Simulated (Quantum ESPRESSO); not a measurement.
Worked example: self-consistent single point of HgS (F-43m, 2 atoms in the cell) in Quantum ESPRESSO.

Method: PBE, GBRV 1.5 ultrasoft (PBE) pseudopotentials (plane waves; Quantum ESPRESSO).

The change in words: lattice scaled by 0.98. Reference geometry:
```xyz
2
Lattice="0.0000 2.9236 2.9236 2.9236 0.0000 2.9236 2.9236 2.9236 0.0000" Properties=species:S:1:pos:R:3 pbc="T T T"
Hg     0.0000     0.0000     0.0000
S      1.4618     1.4618     1.4618
```

Reference input (self-consistent single point, DFT, PBE, plane waves, GBRV 1.5 ultrasoft (PBE) pseudopotentials): ecutwfc = 40 Ry; ecutrho = 200 Ry; occupations = smearing; smearing = fermi-dirac; degauss = 0.0036749 Ry; potentials = {Hg: hg_pbe_v1.uspp.F.UPF, S: s_pbe_v1.4.uspp.F.UPF}; K_POINTS = automatic 13 13 13 0 0 0; conv_thr = 1e-10 Ry; mixing_beta = 0.5. This run's input differs from it in these lines:

```diff
@@ -26,8 +26,8 @@
 CELL_PARAMETERS bohr
-   0.00000000     5.52486944     5.52486944
-   5.52486944     0.00000000     5.52486944
-   5.52486944     5.52486944     0.00000000
+   0.00000000     5.41437148     5.41437148
+   5.41437148     0.00000000     5.41437148
+   5.41437148     5.41437148     0.00000000
 ATOMIC_POSITIONS angstrom
 Hg    0.00000000    0.00000000    0.00000000
-S     1.46181750    1.46181750    1.46181750
+S     1.43258100    1.43258100    1.43258100
 K_POINTS automatic
```

The program printed (abridged):

```
     Self-consistent Calculation

     iteration #  1     ecut=    40.00 Ry     beta= 0.50

     Threshold (ethr) on eigenvalues was too large:
     Diagonalizing with lowered threshold

     total energy              =    -131.85316734 Ry
     estimated scf accuracy    <       0.10199714 Ry

     iteration #  2     ecut=    40.00 Ry     beta= 0.50

     total energy              =    -131.87867933 Ry
     estimated scf accuracy    <       0.01684414 Ry

     iteration #  3     ecut=    40.00 Ry     beta= 0.50

     total energy              =    -131.88190573 Ry
     estimated scf accuracy    <       0.00124555 Ry

   [... 5 blocks of this kind left out ...]

     iteration #  9     ecut=    40.00 Ry     beta= 0.50

     total energy              =    -131.88201183 Ry
     estimated scf accuracy    <          1.7E-10 Ry

     iteration # 10     ecut=    40.00 Ry     beta= 0.50
     End of self-consistent calculation

     the Fermi energy is     7.8074 ev

!    total energy              =    -131.88201183 Ry
     estimated scf accuracy    <          1.7E-12 Ry
     smearing contrib. (-TS)   =      -0.00001531 Ry
     internal energy E=F+TS    =    -131.88199652 Ry

     convergence has been achieved in  10 iterations

     Forces acting on atoms (cartesian axes, Ry/au):

     atom    1 type  1   force =     0.00000000    0.00000000    0.00000000
     atom    2 type  2   force =     0.00000000    0.00000000    0.00000000

     Total force =     0.000000     Total SCF correction =     0.000000

          total   stress  (Ry/bohr**3)                   (kbar)     P=       97.02
   0.00065951   0.00000000   0.00000000           97.02        0.00        0.00
   0.00000000   0.00065951   0.00000000            0.00       97.02        0.00
   0.00000000   0.00000000   0.00065951            0.00        0.00       97.02

   JOB DONE.
```

The run converged in 10 iterations. Against the reference run the free energy goes up by 64.7 meV/atom and the pressure goes from 4.67 to 9.70 GPa.

The starting cell comes from a database of computed structures (which also holds hypothetical and non-ambient phases and stackings), without a prior relaxation at this level. Its lattice was rescaled by a random factor within 2.5 % of one. For this run, on top of that: lattice scaled by 0.98. With a pressure of about 10 GPa the cell is away from its equilibrium volume at this level. The run gives no clean gap (levels at the Fermi energy touch, overlap or are partly filled at this smearing), which alone does not show that the compound is a metal.
